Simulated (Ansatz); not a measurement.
The starting structures come from a database of crystals and need not be the phases stable at ambient conditions.

Given:

```
Si
1.0
    5.68474     0.00000     0.00000
    0.00000    12.67273     0.00000
   -1.28943     0.00000     3.60521
Si
12
Cartesian
  2.44673  11.97712   0.87509
  1.94858   0.69561   2.73012
  1.94858   5.64076   2.73012
  2.44673   7.03197   0.87509
  0.07409   1.99304   2.05969
  4.32121  10.67969   1.54552
  4.32121   8.32941   1.54552
  0.07409   4.34332   2.05969
  0.28960  11.52420   0.10358
  4.10570   1.14853   3.50163
  4.10570   5.18784   3.50163
  0.28960   7.48489   0.10358
```

The cell is taken as given.

Transport runs along the normal of the first two printed cell vectors.

The gap is the functional's own, uncorrected, and κ follows it; spin-orbit coupling is left out. Mid-gap means the computed energy nearest the middle.

Compute, with r2SCAN (Ansatz, a quantum-chemistry and plane-wave program), the band gap and the smallest decay constant κ at mid-gap.

Gap 0.69 eV on a 8×4×8 mesh; κ = 0.105 1/Å, at (0.500, 0.000) of the in-plane reciprocal vectors. At the zone centre the slowest state has κ = 0.13 1/Å.
